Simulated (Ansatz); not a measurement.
The reference is FeCo in the CsCl type structure (space group Pm-3m, No. 221; a = 2.800 Å; ferromagnetic).

Computed with PBEsol (Ansatz, a quantum-chemistry and plane-wave program, PAW, no SOC).

Base values:

| Item | Result |
|---|---|
| Volume per atom | 10.98 Å³ |

The change: a negative pressure, −2 GPa.

Q: What happens to the volume per atom?

A: The volume per atom goes up by 0.10 Å³ (10.98 Å³ → 11.08 Å³).

Other magnetic orders, which the real material may have, were not ruled out. Load acts through the strain it causes; cell and atoms are relaxed under it. No phonon test of stability was made.
